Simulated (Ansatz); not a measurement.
The reference is Na in the bcc (W type) structure (space group Im-3m, No. 229; a = 4.222 Å).

Structures relaxed with r2SCAN, PAW, 500 eV (Ansatz, a quantum-chemistry and plane-wave program; no spin-orbit coupling), earlier PAW set.

Base:

Simulated powder pattern, Mo Kα, λ = 0.71073 Å (kinematic, ideal powder, no thermal factors, no anomalous dispersion; the 8 strongest lines at most, above 2 %, up to 2θ = 40°):

| 2θ (°) | I/Imax (%) | hkl |
|---|---|---|
| 13.67 | 100 | (110) |
| 19.38 | 19 | (200) |
| 23.79 | 41 | (211) |
| 27.54 | 12 | (220) |
| 30.87 | 16 | (310) |
| 33.90 | 3.7 | (222) |
| 36.71 | 16 | (321) |

It is then changed as follows: full substitution Na → Y, then cell and atoms are relaxed.

After the change:

Simulated powder pattern, Mo Kα, λ = 0.71073 Å (kinematic, ideal powder, no thermal factors, no anomalous dispersion; the 8 strongest lines at most, above 2 %, up to 2θ = 40°):

```csv
2θ (°),I/Imax (%),hkl
14.20,100,(110)
20.13,20,(200)
24.72,44,(211)
28.62,14,(220)
32.09,20,(310)
35.24,4.9,(222)
38.17,23,(321)
```

The indices refer to each structure's own conventional cell; one index is shown for lines that coincide.

Whether these cells are dynamically stable was not tested. As relaxed here, Y is a hypothetical phase, not in the database extracts checked. The final runs are not spin-polarised. Y has a high density of states at the Fermi level and may be magnetic at this level.
